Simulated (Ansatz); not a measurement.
# GaN (model structure, started from the MgO type, Pm-3n, No. 223, 12 atoms in the cell): properties by level of theory

```
level (code)           lattice constant a (Å)  cohesive energy (eV/atom)
---------------------  ----------------------  -------------------------
LDA (Ansatz)                            5.461                       5.22
PBE (Ansatz)                            5.572                       4.27
PBEsol (Ansatz)                         5.513                       4.68
PBE-D3(BJ) (Ansatz)                     5.539                       4.46
r²SCAN (Ansatz)                         5.509                       4.30
r²SCAN+rVV10 (Ansatz)                   5.499                       4.43
```

Ansatz's density-functional and Hartree–Fock values are scalar-relativistic unless marked +SOC, with PAW data made under PBE.

Free atoms are spin-polarised, in the lowest state found; at levels without +SOC their spin–orbit coupling is left out.

Computed values are for the static lattice.

A model structure was made by putting elements into a prototype or built by hand; it is no filed structure, need not be a known phase, and can be a saddle point held by its symmetry.

Ansatz is a program for electronic structure.
